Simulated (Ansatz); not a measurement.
## What x(Lu) = 0.167, 8 atoms, P4/mmm does to TiAl3

Start from TiAl$_{3}$ (space group I4/mmm, No. 139; a = 3.824 Å, c = 8.561 Å).

The other end (x = 1) is Lu3Ti (space group I4/mmm, No. 139; a hypothetical phase, not in the database extracts checked): 25.45 Å³/atom, gap zero; this end may not be an ambient phase.

Modification: Lu replaces 16.7 % of the Al, ordered in a cell of 8 atoms (starting symmetry P4/mmm) and fully relaxed.

Calculations: Kohn–Sham DFT with the r2SCAN functional, run in Ansatz (a quantum-chemistry and plane-wave program) with PAW and 500 eV plane waves, no SOC. k-mesh 12×12×6 (Γ-centred); smearing 0.05 eV (Fermi–Dirac), for the changed cell.

The volume per atom increases by 1.34 Å³, from 15.65 Å³ to 16.99 Å³ and the density increases by 1.54 g/cm³ (3.42 g/cm³ → 4.96 g/cm³). The band gap stays zero and the mixing energy comes out as -0.03 eV/atom (to 0.01 eV only: unlike meshes or grids) (against an end that may be hypothetical). The deviation of the volume from the linear (Vegard-type) interpolation amounts to -1.7 %.

Final structure:

```xyz
8
Lattice="4.0048 0.0000 0.0000 0.0000 4.0048 0.0000 0.0000 0.0000 8.4735" Properties=species:S:1:pos:R:3 pbc="T T T"
Lu     0.0000     0.0000     4.2368
Al     2.0024     2.0024     0.0000
Al     0.0000     2.0024     2.0423
Al     2.0024     0.0000     6.4313
Al     2.0024     0.0000     2.0423
Al     0.0000     2.0024     6.4313
Ti     0.0000     0.0000     0.0000
Ti     2.0024     2.0024     4.2368
```

Each cell is one ordered arrangement of few atoms, which overstates ordering effects compared with a random alloy. No phonon test of stability was made. All final runs are without spin polarisation. An odd electron count without spin: TiAl3 and Lu3Ti. LuTi2Al5 and Lu3Ti have a high density of states at the Fermi level and may be magnetic at this level.
